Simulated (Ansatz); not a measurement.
**ZnSnN2 (model structure, started from the alpha NaFeO2 type, R-3m, No. 166, 4 atoms in the cell)**

The numbers are results of r²SCAN (plane waves, PAW; Ansatz, a program for electronic structure), not measurements.

Numerical settings: plane-wave cutoff 560 eV, 12×12×12 k mesh, Fermi–Dirac smearing 0.01 eV, scalar-relativistic PAW data made under PBE.

Cell (relaxed at this level):

SnZnN$_{2}$ has the trigonal space group R-3m, hexagonal axes (No. 166), Pearson symbol hR4. Conventional cell: a = b = 3.1673 Å, c = 15.4510 Å, α = β = 90.00°, γ = 120.00°. Sn on 3a is coordinated by 6 N at 2.205 Å (octahedral). Zn on 3b sees 6 N at 2.268 Å (octahedral). N on 6c sees 3 Sn at 2.205 Å and 3 Zn at 2.268 Å (octahedral). (Neighbours: up to the widest gap in distance over summed covalent radii, below 1.35, at either atom; cation-cation and far metal-metal contacts left out.)
(The calculation used a cell of 4 atoms; values per cell refer to that cell.)

```
Quantity                                      Result
-------------------------------------------  -------
band gap                                     1.19 eV
smallest direct gap on the k points sampled  1.33 eV
Γ–Γ gap                                      1.38 eV
```

Note: the relaxation could raise the start's symmetry but not lower it, so the cell can be a saddle point.

Spin–orbit coupling is not included.

The result took about 40 core-seconds (a rough figure).

A model structure was made by putting elements into a prototype or built by hand; it is no filed structure, need not be a known phase, and can be a saddle point held by its symmetry.
